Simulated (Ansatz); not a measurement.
Work function of Ta(100) slab by several functionals

All runs by Ansatz (plane waves, PAW, no spin-orbit coupling): 9 layers on the in-plane lattice of PBE, ions relaxed at each level.

```json
[
 {"level": "LDA", "work function (eV)": "3.98", "rough cost against PBE (one kind of shared host)": "within a factor of 2"},
 {"level": "PBE", "work function (eV)": "?", "rough cost against PBE (one kind of shared host)": "1"},
 {"level": "PBEsol", "work function (eV)": "?", "rough cost against PBE (one kind of shared host)": "within a factor of 2"},
 {"level": "r2SCAN", "work function (eV)": "3.73", "rough cost against PBE (one kind of shared host)": "within a factor of 2"}
]
```

Question: What belongs in the gaps?

Answer: 
- PBE, work function (eV): 3.79
- PBEsol, work function (eV): 3.82

Question: Which level lies nearest to measurement, and on which side does PBE miss?

Answer: Measured (this face): 4.10 eV (measured; Richard Tran, Xiang-Guo Li, Joseph H. Montoya et al., Surface Science (2019), arXiv:1902.07811). Misses: LDA -0.12, PBE -0.31, PBEsol -0.28, r2SCAN -0.37 eV. Nearest is LDA, though measured values of one face scatter by 0.1 eV or more.

Ansatz is a first-principles code.
